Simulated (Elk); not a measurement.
## Input and output of a self-consistent single point for CaSiAu (P-6m2, 3 atoms in the cell) (Elk)

Method of the run: Elk 10.2.4 with PBEsol, all-electron FP-LAPW, Elk's shipped species files, LAPW+lo basis.

Input:

```
tasks
  0

xctype
  22

rgkmax
  8.0

gmaxvr
  14.0

nxoapwlo
  1

rmtscf
  0.89

stype
  0

swidth
  0.00499791

maxscl
  100

scale
  8.177960014

avec
    1.0000000000   -0.0000000038    0.0000000000
   -0.4999999967    0.8660254057    0.0000000000
    0.0000000000    0.0000000000    0.9110151228

sppath
  'species/'

atoms
  3
  'Ca.in'
  1
  0.0000000000  0.0000000000  0.0000000000    0.0 0.0 0.0
  'Si.in'
  1
  0.6666666667  0.3333333333  0.5000000000    0.0 0.0 0.0
  'Au.in'
  1
  0.3333333333  0.6666666667  0.5000000000    0.0 0.0 0.0

ngridk
  6 6 6
```

Log, with long lists cut:

```
│ Elk code version 10.2.4 │

All units are atomic (Hartree, Bohr, etc.)

│ Ground-state run starting from atomic densities │

Lattice vectors :
   8.177960014     -0.3107624805E-07   0.000000000
  -4.088979980       7.082321139       0.000000000
   0.000000000       0.000000000       7.450245246

Unit cell volume      :    431.5102996
Brillouin zone volume :   0.5748419300

Muffin-tin inner radius fraction :   0.1000000000E-01

Nuclei treated as point charges

Species :    1 (Ca)
 parameters loaded from : Ca.in
 name : calcium
 nuclear charge    :   -20.00000000
 electronic charge :    20.00000000
 atomic mass :    73057.72469
 muffin-tin radius :    2.136000000
 number of radial points in muffin-tin :    497
 atomic positions (lattice), magnetic fields (Cartesian) :
   1 :   0.00000000  0.00000000  0.00000000    0.00000000  0.00000000  0.00000000

Species :    2 (Si)
 parameters loaded from : Si.in
 name : silicon
 nuclear charge    :   -14.00000000
 electronic charge :    14.00000000
 atomic mass :    51196.73454
 muffin-tin radius :    1.958000000
 number of radial points in muffin-tin :    397
 atomic positions (lattice), magnetic fields (Cartesian) :
   1 :   0.66666667  0.33333333  0.50000000    0.00000000  0.00000000  0.00000000

Species :    3 (Au)
 parameters loaded from : Au.in
 name : gold
 nuclear charge    :   -79.00000000
 electronic charge :    79.00000000
 atomic mass :    359048.0559
 muffin-tin radius :    2.492000000
 number of radial points in muffin-tin :    697
 atomic positions (lattice), magnetic fields (Cartesian) :
   1 :   0.33333333  0.66666667  0.50000000    0.00000000  0.00000000  0.00000000

Total number of atoms per unit cell :    3

Spin treatment :
 spin-unpolarised

Number of Bravais lattice symmetries :   24
Number of crystal symmetries         :   12
Crystal has no inversion symmetry
Complex Hermitian eigensolver will be used

k-point grid :      6     6     6
k-point offset :    0.000000000       0.000000000       0.000000000
k-point set is reduced with full crystal symmetry group
Total number of k-points :       40

Muffin-tin radius times maximum |G+k| :    8.000000000
 using average radius
Maximum |G+k| for APW functions       :    3.644093532
Maximum (1/2)|G+k|²                   :    6.639708834
Maximum |G| for potential and density :    14.00000000
 potential will be trimmed for |G| > 2 gkmax
Constant for pseudocharge density :    9
Radial integration step length :    4

G-vector grid sizes :     40    40    35
Number of G-vectors :    19977

Maximum angular momentum used for
 APW functions                      :    8
 outer part of muffin-tin           :    6
 inner part of muffin-tin           :    1

Total nuclear charge    :   -113.0000000
Total core charge       :    68.00000000
Total valence charge    :    45.00000000
Total excess charge     :    0.000000000
Total electronic charge :    113.0000000

Effective Wigner radius, rₛ :   0.9696344516

Number of empty states         :   12
Total number of valence states :   35
Total number of core states    :   68

Total number of local-orbitals :   43

Exchange-correlation functional :     22     0     0
 PBEsol, Phys. Rev. Lett. 100, 136406 (2008)
 gradient requirement :    1
 generalised gradient approximation (GGA)

Smearing type :    0
 Gaussian
Smearing width :   0.4997910000E-02
Effective electronic temperature (K) :    1578.215154

Mixing type :    3
 Broyden mixing, J. Phys. A: Math. Gen. 17, L317 (1984)

Kohn-Sham potential initialised from atomic data

│ Self-consistent loop started │
│ Loop number : 1 │
 total energy                :     -19975.7882819
│ Loop number : 2 │
 total energy                :     -19977.7573875
RMS change in Kohn-Sham potential (target) :   0.5092495692     (  0.1000000000E-05)
Absolute change in total energy (target)   :    1.969105671     (  0.1000000000E-03)
│ Loop number : 3 │
 total energy                :     -19978.3369751
RMS change in Kohn-Sham potential (target) :   0.4970905908     (  0.1000000000E-05)
Absolute change in total energy (target)   :    1.071864014     (  0.1000000000E-03)
│ Loop number : 4 │
 total energy                :     -19995.4610099
RMS change in Kohn-Sham potential (target) :   0.2246234097     (  0.1000000000E-05)
Absolute change in total energy (target)   :    17.39200079     (  0.1000000000E-03)
│ Loop number : 5 │
 total energy                :     -20005.8860384
RMS change in Kohn-Sham potential (target) :   0.7405129833E-01 (  0.1000000000E-05)
Absolute change in total energy (target)   :    14.77302865     (  0.1000000000E-03)
│ Loop number : 6 │
 total energy                :     -20010.3660415
RMS change in Kohn-Sham potential (target) :   0.1835106495E-01 (  0.1000000000E-05)
Absolute change in total energy (target)   :    8.173260277     (  0.1000000000E-03)
│ Loop number : 7 │
 total energy                :     -20011.8595815
RMS change in Kohn-Sham potential (target) :   0.7708572717E-03 (  0.1000000000E-05)
Absolute change in total energy (target)   :    3.536855074     (  0.1000000000E-03)
│ Loop number : 8 │
 total energy                :     -20011.9635748
RMS change in Kohn-Sham potential (target) :   0.6922337397E-03 (  0.1000000000E-05)
Absolute change in total energy (target)   :   0.9882071165     (  0.1000000000E-03)
│ Loop number : 9 │
 total energy                :     -20011.8937709
RMS change in Kohn-Sham potential (target) :   0.2621650662E-03 (  0.1000000000E-05)
Absolute change in total energy (target)   :   0.1772478874     (  0.1000000000E-03)
│ Loop number : 10 │
 total energy                :     -20011.8834538
RMS change in Kohn-Sham potential (target) :   0.1263081475E-03 (  0.1000000000E-05)
Absolute change in total energy (target)   :   0.3399480589E-01 (  0.1000000000E-03)
│ Loop number : 11 │
 total energy                :     -20011.8941132
RMS change in Kohn-Sham potential (target) :   0.3532905475E-04 (  0.1000000000E-05)
Absolute change in total energy (target)   :   0.1915816201E-01 (  0.1000000000E-03)
│ Loop number : 12 │
 total energy                :     -20011.8982285
RMS change in Kohn-Sham potential (target) :   0.6409182831E-05 (  0.1000000000E-05)
Absolute change in total energy (target)   :   0.8904853225E-02 (  0.1000000000E-03)
│ Loop number : 13 │
 total energy                :     -20011.8981076
RMS change in Kohn-Sham potential (target) :   0.2045417040E-05 (  0.1000000000E-05)
Absolute change in total energy (target)   :   0.2105261119E-02 (  0.1000000000E-03)
│ Loop number : 14 │
 total energy                :     -20011.8979180
RMS change in Kohn-Sham potential (target) :   0.7269507247E-06 (  0.1000000000E-05)
Absolute change in total energy (target)   :   0.3367391837E-03 (  0.1000000000E-03)
│ Loop number : 15 │
 total energy                :     -20011.8979270
RMS change in Kohn-Sham potential (target) :   0.2725311499E-06 (  0.1000000000E-05)
Absolute change in total energy (target)   :   0.9319324090E-04 (  0.1000000000E-03)
Convergence targets achieved

│ Loop number : 16 │

Energies :
 Fermi                       :     0.271959618069
 sum of eigenvalues          :     -12270.0767713
 electron kinetic            :      22854.0097771
 core electron kinetic       :      21920.0962257
 Coulomb                     :     -42449.9763282
 Coulomb potential           :     -34576.9227042
 nuclear-nuclear             :     -1336.76340089
 electron-nuclear            :     -47649.5031505
 Hartree                     :      6536.29022320
 Madelung                    :     -25161.5149762
 xc potential                :     -547.163844171
 exchange                    :     -408.954856379
 correlation                 :     -6.97651406151
 total energy                :     -20011.8979216

Density of states at Fermi energy :    26.05247770
 (states/Hartree/unit cell)

Estimated indirect band gap :   0.4141021294E-02
 from k-point     40 to k-point     14
Estimated direct band gap   :   0.3735914319E-01
 at k-point     36

Charges :
 core                        :    68.00000000
 valence                     :    45.00000000
 interstitial                :    6.077093699
 muffin-tins (core leakage)
  species :    1 (Ca)
   atom    1                 :    17.82394561     (  0.2632685305E-06)
  species :    2 (Si)
   atom    1                 :    11.57334805     (  0.4541192119E-02)
  species :    3 (Au)
   atom    1                 :    77.52561264     (  0.5139595657E-03)
 total in muffin-tins        :    106.9229063
 total calculated charge     :    112.9952991
 total charge                :    113.0000000
 error                       :   0.4700917842E-02

│ Self-consistent loop stopped │
```

The run converged in 16 iterations. The count includes the last loop, which Elk runs after its targets are met.

The starting cell comes from a database of computed structures (which also holds hypothetical and non-ambient phases and stackings), without a prior relaxation at this level. Spin-orbit coupling is off. Values depend on the basis (sphere radii, cutoffs, local orbitals), which need not be converged. The log's line on a gap gives a spacing of levels on this mesh, which the program prints for metals too.

Cost on one core of a shared machine: roughly 90 s.
